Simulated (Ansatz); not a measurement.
Take Mo in the bcc (W type) structure (space group Im-3m, No. 229; a = 3.130 Å; relaxed with 0.1 eV smearing) as the base.

Method: PBEsol in Ansatz (plane waves to 420 eV, PAW, without spin-orbit coupling).

Before the change:

```
Property    Value
--------  -------
Pressure  0.0 GPa
Band gap     zero
```

The change: an isotropic linear strain of −2.50 %; the atoms relax in the strained cell.

Question: How does this affect the pressure, band gap and energy relative to the base?

Answer: The pressure goes from zero to 24.8 GPa; the band gap is still zero; the energy goes up by 82 meV/atom.

Whether these cells are dynamically stable was not tested. All final runs are without spin polarisation.

Ansatz is a first-principles code.
